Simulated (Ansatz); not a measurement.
Base system: InSe (space group P-6m2, No. 187; a = 4.0192 Å, c = 16.8381 Å; a cell from a computed database, its experimental status unchecked; layered, stacked along the Cartesian z axis).

All numbers come from r2SCAN+rVV10 (Ansatz, a quantum-chemistry and plane-wave program; PAW; 500 eV plane waves; spin-orbit coupling left out), earlier PAW set.

Base values:

The band gap is 0.80 eV and the In-plane lattice parameter a is 4.019 Å. The smallest direct gap is 0.80 eV.

Perturbation: a free-standing slab of 3 layers (12 atoms, 4 a layer) is cut normal to the stacking axis, with 15 Å of vacuum and the in-plane cell relaxed.

### Question
What happens to the band gap?

### Answer
The band gap grows by 0.45 eV, from 0.80 eV to 1.25 eV.

### Question
Estimate the effect on the excess energy per area of both faces.

### Answer
The excess energy per area of both faces (slab less bulk energy over the cell's area: twice a surface energy) is 0.25 J/m².

### Question
How does this affect the in-plane lattice parameter a?

### Answer
The in-plane lattice parameter a decreases by 0.004 Å to 4.015 Å.

### Question
What happens to the electron mass?

### Answer
The electron mass (in plane) is 0.16 mₑ (at Γ).

### Question
What does the calculation give for the smallest direct gap after the change?

### Answer
The smallest direct gap rises by 0.47 eV, from 0.80 eV to 1.27 eV.

Slab and bulk use different k-meshes, which limits the precision of the excess energy. Masses are band curvatures over ±0.01 Å⁻¹ around the edge. No phonon test of stability was made.
